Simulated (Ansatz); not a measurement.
Results of PBEsol (PAW; Ansatz, a first-principles code) for InGaZnO₄ (R3m, No. 160, 7 atoms in the cell; start mp-1215688).

Settings: plane-wave cutoff 520 eV, 12×12×12 k mesh, Fermi–Dirac smearing 0.01 eV, scalar-relativistic PAW data made under PBE.

Cell (relaxed at this level):

Space group R3m, hexagonal axes (No. 160); a = b = 3.315 Å, c = 25.750 Å, α = β = 90.00°, γ = 120.00°

```json
[
 {"atom": "Zn", "site": "3a", "symmetry": "3m", "x": "0.0000", "y": "0.0000", "z": "0.7813"},
 {"atom": "In", "site": "3a", "symmetry": "3m", "x": "0.0000", "y": "0.0000", "z": "0.9971"},
 {"atom": "Ga", "site": "3a", "symmetry": "3m", "x": "0.0000", "y": "0.0000", "z": "0.2129"},
 {"atom": "O", "site": "3a", "symmetry": "3m", "x": "0.0000", "y": "0.0000", "z": "0.7049"},
 {"atom": "O", "site": "3a", "symmetry": "3m", "x": "0.0000", "y": "0.0000", "z": "0.2888"},
 {"atom": "O", "site": "3a", "symmetry": "3m", "x": "0.0000", "y": "0.0000", "z": "0.8788"},
 {"atom": "O", "site": "3a", "symmetry": "3m", "x": "0.0000", "y": "0.0000", "z": "0.1363"}
]
```
(The calculation used a cell of 7 atoms; values per cell refer to that cell.)

Question: Predict the band gap and bulk modulus B0.

Answer: 
* **band gap**: 1.18 eV (on the SCF k mesh)
* **bulk modulus B0**: 172 GPa

Note: the relaxation could not lower the start's symmetry, so the cell can be a saddle point above a distorted one; the bulk modulus is −V dP/dV from two relaxed cells at ±2 % in volume.

Spin–orbit coupling is not included.

Static lattice: no zero-point or thermal effects.

A start named mp-… is a Materials Project structure, which need not be a measured phase.
